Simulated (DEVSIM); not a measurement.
## abrupt Si n-p junction

System: abrupt Si n-p junction, at 300 K.

```
layer (left to right)  material  thickness (μm)  Nd (cm⁻³)  Na (cm⁻³)  τn (s)  τp (s)
---------------------  --------  --------------  ---------  ---------  ------  ------
1                            Si            2.90     8.6e16          -  3.7e-7  3.7e-7
2                            Si             300          -     2.4e17  3.7e-7  3.7e-7
```

Left contact: ohmic. Right contact: ohmic. Voltage is applied to the left contact. Recombination: SRH at mid-gap, radiative, Auger. Mobility is constant in doping.

Constants are typed, rounded textbook-type inputs, not results; the design itself was drawn at random and stands for no fabricated device. Values at 300 K.

```tsv
parameter	Si
gap (eV)	1.124
affinity (eV)	4.05
permittivity	11.7
Nc (cm⁻³)	2.86e19
Nv (cm⁻³)	3.1e19
μn (cm²/Vs)	1417
μp (cm²/Vs)	470
B (cm³/s)	4.7e-15
Cn (cm⁶/s)	2.8e-31
Cp (cm⁶/s)	9.9e-32
```

Model (solved in DEVSIM): 1D drift-diffusion, Boltzmann statistics, complete ionisation; no tunnelling, impact ionisation, image-force lowering or self-heating.

| Property | Value |
|---|---|
| Potential step across the device at zero bias | 0.848 V |
| Largest field in the device at zero bias | 120000 V/cm |
| Dark forward voltage at 1 A/cm² | 0.657 V |
| Dark forward voltage at 100 A/cm² | 0.938 V |

Dark reverse current:

| V (V) | J (A/cm²) |
|---|---|
| 0.04 | 1.5e-9 |
| 0.10 | 2.9e-9 |
| 0.20 | 4.9e-9 |
| 0.30 | 6.7e-9 |
| 0.40 | 8.3e-9 |
| 0.60 | 1.1e-8 |
| 0.80 | 1.4e-8 |
| 1.00 | 1.7e-8 |
| 1.30 | 2.0e-8 |
| 1.60 | 2.4e-8 |
| 2.00 | 2.8e-8 |

Dark forward current:

```
V (V)  J (A/cm²)
-----  ---------
-0.05    -3.6e-9
-0.10    -1.3e-8
-0.15    -4.0e-8
-0.20    -1.3e-7
-0.30    -1.9e-6
-0.35    -9.9e-6
-0.40    -5.9e-5
-0.45   -0.00038
-0.50    -0.0026
-0.55     -0.018
-0.60      -0.12
-0.70       -4.4
-0.75        -15
-0.80        -33
-0.85        -56
-0.90        -80
-0.95       -110
-1.05       -160
-1.10       -190
-1.15       -220
-1.20       -260
-1.25       -290
-1.30       -320
-1.35       -360
-1.45       -430
-1.50       -460
-1.55       -500
-1.60       -540
```
